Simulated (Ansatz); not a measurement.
Phonon-limited resistivity of Mo3Si (Pm-3n) against temperature in μΩ·cm, PBEsol, DFPT electron-phonon coupling, linearised Boltzmann equation (Ansatz, a first-principles code), harmonic crystal at a fixed cell.

```json
[
 {"T": "50 K", "ρ": "0.194"},
 {"T": "77 K", "ρ": "1.06"},
 {"T": "100 K", "ρ": "[?]"},
 {"T": "150 K", "ρ": "[?]"},
 {"T": "200 K", "ρ": "8.1"},
 {"T": "250 K", "ρ": "11.0"},
 {"T": "273 K", "ρ": "12.3"},
 {"T": "300 K", "ρ": "13.7"},
 {"T": "350 K", "ρ": "16.4"},
 {"T": "400 K", "ρ": "19.1"},
 {"T": "500 K", "ρ": "24"},
 {"T": "600 K", "ρ": "29"},
 {"T": "800 K", "ρ": "40"}
]
```

Complete the blanks.


- 100 K, ρ: 2.2
- 150 K, ρ: 5.2

A metal at this level (no band gap). Only scattering by harmonic phonons is included (no impurities, grain boundaries, electron-electron scattering or thermal expansion). Spin-orbit coupling is left out. Halving the electron mesh (20x20x20) moves the resistivity by up to 11 %. Smearing 0.20 eV; phonons on a 3x3x3 q mesh, which this run doesn't test and which matters most at low temperature.

Formula and space group known from diffraction (Crystallography Open Database), not checked to be the room-temperature form: Mo3Si (Pm-3n).
